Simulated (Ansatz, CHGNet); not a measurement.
For stishovite (SiO2), the machine-learned potential CHGNet-r²SCAN (trained on r²SCAN data) gives:

| Item | Result |
|---|---|
| equilibrium lattice constant a | 4.164 Å |
| c axis length | 2.684 Å |

Q: What does PBE0 (PAW; Ansatz, a quantum-chemistry and plane-wave program) give for the same quantities?

A: 
- lattice constant a: 4.180 Å (grows by 0.4 %)
- lattice parameter c: 2.662 Å (shrinks by 0.8 %)

For comparison: lattice constant a 4.179 Å (measured, room temperature, not corrected to a static lattice; as tabulated in Hiroi (2015), arXiv:1503.02262); lattice parameter c 2.665 Å (measured, room temperature, not corrected to a static lattice; as tabulated in Hiroi (2015), arXiv:1503.02262).

Changes are worked out from the printed values.

Unless a cell is named, each level is at its own relaxed cell (CHGNet-r²SCAN 7.76, PBE0 7.75 Å³/atom).

Ansatz's density-functional and Hartree–Fock values are scalar-relativistic unless marked +SOC, with PAW data made under PBE.
